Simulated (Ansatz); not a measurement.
Phonon-limited electron mobility of Si (Fd-3m) in cm²/(V·s), PBE, finite-displacement electron-phonon coupling, linearised Boltzmann equation run with Ansatz (a quantum-chemistry and plane-wave program). Geometry: relaxed with this functional, without spin-orbit coupling.

| Condition | μ |
|---|---|
| 150 K | … |
| 200 K | 3400 |
| 250 K | 2050 |
| 300 K | 1340 |
| 350 K | 941 |
| 400 K | 694 |
| 500 K | 418 |
| 600 K | … |

Q: Fill in the missing entries.

A: 
- 150 K, μ: 6500
- 600 K, μ: 277

Q: What exponent p of μ ∝ T^−p fits 200 to 400 K (along x)?

A: p ≈ 2.3; acoustic deformation-potential scattering alone gives 1.5.

Scattering by harmonic phonons alone: no impurities, screening or carrier-carrier scattering, bands fixed at 0 K. From a coarser fine mesh the values given move by up to 5 %. The mesh was bound by memory.
